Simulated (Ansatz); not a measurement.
Functionals compared on a constructed model of the (0001) surface of hcp Mg, a pseudomorphic layer of Ti in the host's stacking (bottom of the slab: a bare face, its two planes held), in Ansatz (plane waves, PAW). The structure was relaxed with PBE; the other rows are single points on it. Cutoff 420 eV (500 eV for r2SCAN).

Set-up: 7 atoms, 15.5 Å thick at the start; mesh 13x13x1; 0.1 eV smearing; dipole correction on; 2 atoms held, the rest relaxed; symmetry of the start imposed; no spin, no spin-orbit, no U. It is one candidate, not shown to be the stable structure of the face. These notes are the PBE run's.

| functional | work function of the top face (eV) | rough cost of the single point |
|---|---|---|
| PBE | 4.02 | – |
| RPBE | [?] | about 23 core-seconds (a rough figure) |
| r2SCAN | 4.00 | about 60 core-seconds (a rough figure) |

### Question
Some entries are withheld; supply them.

### Answer

- RPBE, work function of the top face (eV): 3.89

Ansatz is an electronic-structure program.
